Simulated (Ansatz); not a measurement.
Consider PbTe in the rock salt structure (space group Fm-3m, No. 225; a = 6.534 Å). Axes: x, y, z lie along the cube axes.

All numbers come from Kohn–Sham DFT with the r2SCAN functional, run in Ansatz (a first-principles code) with PAW and 500 eV plane waves, no spin-orbit coupling.

For the base:

- Band gap = 1.09 eV
- Shortest interatomic distance = 3.267 Å

Modification: a pure shear with ε_xy = ε_yx = 0.0171; the atoms relax in the strained cell.

Problem. Estimate the effect on the band gap and shortest interatomic distance.

Solution. The band gap falls by 0.19 eV, from 1.09 eV to 0.90 eV; the shortest interatomic distance stays 3.267 Å.

Spin-orbit coupling, missing from the scalar runs, can matter with Pb and Te. Gaps are read on the SCF mesh and a high-symmetry path. Stability against distortions was not tested.
